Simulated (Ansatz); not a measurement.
Input and output of a self-consistent single point for Y2Fe2Si2C (Cm, 7 atoms in the cell) (Ansatz, a first-principles code).

Method: LDA (PW92), default PAW files made with PBE (plane waves; Ansatz).

```
CELL_PARAMETERS angstrom
      5.26104    -1.95500     0.00000
      5.26104     1.95500     0.00000
     -4.26468     0.00000     5.18503
ATOMIC_POSITIONS crystal
  Y  0.44397 0.44397 0.71496
  Y  0.55994 0.55994 0.29468
  Fe 0.79891 0.79891 0.90463
  Fe 0.20109 0.20109 0.09537
  Si 0.83805 0.83805 0.28269
  Si 0.16195 0.16195 0.71731
  C  0.00000 0.00000 0.00000
```

Reference input (self-consistent single point, DFT, LDA (PW92), plane waves, default PAW files made with PBE): basis.ecutwfc = 30.9 Ry; kpoints.mp_grid.grid = 6 6 4; hamiltonian.xc = lda; hamiltonian.pseudopotentials = {kind: paw} (the program's default PAW files); scf.occupations.method = gaussian; scf.occupations.width = 0.0073 Ry. This run's input differs from it in these lines:

Ansatz 0.2 input:
```diff
@@ -16,3 +16,3 @@
 kpoints:
-  mp_grid: { grid: [6, 6, 4] }
+  mp_grid: { grid: [10, 10, 7] }
 hamiltonian:
```

Log, with long lists cut:

```
SCF iter   1: F=—  HF=-17797.070764 eV  |F-HF|=—  |Δ(HF+E_count)|=         —  Δρ=9.12e-3  dr2=4.10e-2  ethr=1.77e-3  ⟨swp⟩=6.1  Hψ=30588  notcnv=0
all-band conjugate gradients solve this SCF's bands
preconditioner: auto → Kerker (q_TF=auto, 2.519 Å⁻¹)
SCF iter   2: F=—  HF=-17797.061470 eV  |F-HF|=—  |Δ(HF+E_count)|=   9.29e-3  Δρ=4.31e-3  dr2=1.27e-2  ethr=6.22e-5  ⟨swp⟩=1.6  Hψ=10188  notcnv=0
SCF iter   3: F=—  HF=-17797.058321 eV  |F-HF|=—  |Δ(HF+E_count)|=   3.15e-3  Δρ=8.94e-4  dr2=1.10e-3  ethr=1.93e-5  ⟨swp⟩=2.7  Hψ=12877  notcnv=0
SCF iter   4: F=—  HF=-17797.058099 eV  |F-HF|=—  |Δ(HF+E_count)|=   2.23e-4  Δρ=2.37e-4  dr2=6.64e-5  ethr=1.67e-6  ⟨swp⟩=2.0  Hψ=10268  notcnv=0
SCF iter   5: F=—  HF=-17797.058171 eV  |F-HF|=—  |Δ(HF+E_count)|=   7.24e-5  Δρ=8.00e-5  dr2=6.17e-6  ethr=1.01e-7  ⟨swp⟩=2.0  Hψ=10215  notcnv=0
SCF iter   6: F=—  HF=-17797.058170 eV  |F-HF|=—  |Δ(HF+E_count)|=   1.13e-6  Δρ=2.82e-5  dr2=9.33e-7  ethr=9.36e-9  ⟨swp⟩=2.0  Hψ=10612  notcnv=0
SCF iter   7: F=-17797.058170 eV  HF=-17797.058170 eV  |F-HF|=4.02e-8  |Δ(HF+E_count)|=   7.05e-8  Δρ=5.78e-6  dr2=3.03e-8  ethr=1.52e-10  ⟨swp⟩=8.4  Hψ=30810  notcnv=0
SCF 1 converged in 7 iterations: F = -17797.058170 eV  dr2 = 3.03e-8
Free energy (F): -17797.058170 eV
Internal energy: -17797.042927 eV  (E = F + TS)
E sigma→0 (E₀):  -17797.050549 eV
Entropy (-TS):   -0.015243 eV (-2.178 meV/atom)
Fermi energy:    12.880798 eV
--- Forces (eV/Å), atoms counted from 1 ---
  atom   1  Y      0.04973151     0.00000000    -0.23722311
  atom   2  Y     -0.05735856     0.00000000    -0.02999682
  atom   3  Fe     0.21838368    -0.00000000     0.19621850
  atom   4  Fe    -0.18426209     0.00000000    -0.10397871
  atom   5  Si    -0.04885404     0.00000000    -0.18447296
  atom   6  Si     0.06123452    -0.00000000     0.26418958
  atom   7  C     -0.03887504    -0.00000000     0.09526197
--- Stress (GPa, compression-positive) ---
       -7.110277      -0.000000      -0.402405
       -0.000000      -6.615954       0.000000
       -0.402408       0.000000      -5.876629
  P = ⅓ Tr σ = -6.5343 GPa (-65.343 kbar)
  The stress holds the Pulay correction. Without it, at fixed plane waves, as pw.x and ABINIT print it: P = -6.6713 GPa
```

The run converged in 7 iterations. Against the reference run the free energy rises by 1.2 meV/atom, the pressure hardly changes (-6.55 to -6.53 GPa) and the largest force hardly changes (0.300 to 0.294 eV/Å).

The starting cell comes from a database of computed structures (which also holds hypothetical and non-ambient phases and stackings), without a prior relaxation at this level. Its lattice was rescaled by up to half a per cent. One atom was moved a little off its site on purpose. Spin polarisation is off. With a pressure of about -7 GPa the cell is away from its equilibrium volume at this level. Ansatz's pressure includes its estimate of the finite-basis (Pulay) stress.

Cost on one core of a shared machine: roughly 80 s.
